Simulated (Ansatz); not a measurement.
A self-consistent single point of Zr4BN3 (Pm-3m, 8 atoms in the cell) with Ansatz (a quantum-chemistry and plane-wave program).

Computed with PBEsol, PAW files made with PBE (plane waves; Ansatz).

```yaml
crystal:
  lattice:
    - [4.65860, 0.00000, 0.00000]
    - [0.00000, 4.65860, 0.00000]
    - [0.00000, 0.00000, 4.65860]
  atoms:
    - { symbol: Zr, position: [0.50000, 0.00000, 0.00000] }
    - { symbol: Zr, position: [0.00000, 0.50000, 0.00000] }
    - { symbol: Zr, position: [0.00000, 0.00000, 0.50000] }
    - { symbol: Zr, position: [0.50000, 0.50000, 0.50000] }
    - { symbol: B, position: [0.00000, 0.00000, 0.00000] }
    - { symbol: N, position: [0.00000, 0.50000, 0.50000] }
    - { symbol: N, position: [0.50000, 0.00000, 0.50000] }
    - { symbol: N, position: [0.50000, 0.50000, 0.00000] }
```

Reference input (self-consistent single point, DFT, PBEsol, plane waves, PAW files made with PBE): kpoints.mp_grid.grid = 7 7 7; hamiltonian.xc = pbesol; hamiltonian.pseudopotentials = {kind: paw} (the program's default PAW files); scf.occupations.method = fermi_dirac; scf.occupations.width = 0.1 eV. This run's input differs from it in these lines:

Ansatz 0.2 input:
```diff
@@ -15,3 +15,3 @@
 kpoints:
-  mp_grid: { grid: [7, 7, 7] }
+  mp_grid: { grid: [6, 6, 6] }
 hamiltonian:
```

Output, abridged:

```
SCF iter   1: F=—  HF=-17820.098738 eV  |F-HF|=—  |Δ(HF+E_count)|=         —  Δρ=8.36e-2  dr2=1.89e1  ethr=3.10e-3  ⟨swp⟩=5.0  Hψ=3122  notcnv=0
all-band conjugate gradients solve this SCF's bands
preconditioner: auto → Kerker (q_TF=auto, 2.541 Å⁻¹)
SCF iter   2: F=—  HF=-17816.801321 eV  |F-HF|=—  |Δ(HF+E_count)|=    3.30e0  Δρ=3.83e-2  dr2=4.65e0  ethr=3.10e-3  ⟨swp⟩=3.0  Hψ=1464  notcnv=0  defer=7
   [... lines left out ...]
SCF iter   6: F=—  HF=-17815.783969 eV  |F-HF|=—  |Δ(HF+E_count)|=   9.38e-4  Δρ=4.19e-4  dr2=1.16e-4  ethr=7.12e-6  ⟨swp⟩=2.0  Hψ=1150  notcnv=0
SCF iter   7: F=—  HF=-17815.783984 eV  |F-HF|=—  |Δ(HF+E_count)|=   1.47e-5  Δρ=8.40e-5  dr2=9.68e-6  ethr=1.76e-7  ⟨swp⟩=2.0  Hψ=1467  notcnv=0
SCF iter   8: F=—  HF=-17815.783887 eV  |F-HF|=—  |Δ(HF+E_count)|=   9.69e-5  Δρ=1.84e-5  dr2=2.78e-7  ethr=1.47e-8  ⟨swp⟩=2.6  Hψ=1324  notcnv=0
SCF iter   9: F=-17815.783887 eV  HF=-17815.783887 eV  |F-HF|=2.07e-9  |Δ(HF+E_count)|=   2.03e-8  Δρ=2.23e-6  dr2=4.04e-9  ethr=1.52e-10  ⟨swp⟩=6.8  Hψ=3605  notcnv=0
SCF 1 converged in 9 iterations: F = -17815.783887 eV  dr2 = 4.04e-9
Free energy (F): -17815.783887 eV
Internal energy: -17815.708653 eV  (E = F + TS)
E sigma→0 (E₀):  -17815.746270 eV
Entropy (-TS):   -0.075234 eV (-9.404 meV/atom)
Fermi energy:    16.154657 eV
--- Forces (eV/Å), atoms counted from 1 ---
  atom   1  Zr    -0.00000000    -0.00000000     0.00000000
   [... zero for the other atoms too ...]
--- Stress (GPa, compression-positive) ---
       -5.657711       0.000000       0.000000
        0.000000      -5.657711       0.000000
        0.000000       0.000000      -5.657711
  P = ⅓ Tr σ = -5.6577 GPa (-56.577 kbar)
  The stress holds the Pulay correction. Without it, at fixed plane waves, as pw.x and ABINIT print it: P = -5.8280 GPa
```

The run converged in 9 iterations. Against the reference run the free energy goes down by 3.3 meV/atom and the pressure moves little (-5.65 to -5.66 GPa).

The starting cell comes from a database of computed structures (which also holds hypothetical and non-ambient phases and stackings), without a prior relaxation at this level. With a pressure of about -6 GPa the cell is away from its equilibrium volume at this level. Ansatz's pressure includes its estimate of the finite-basis (Pulay) stress.
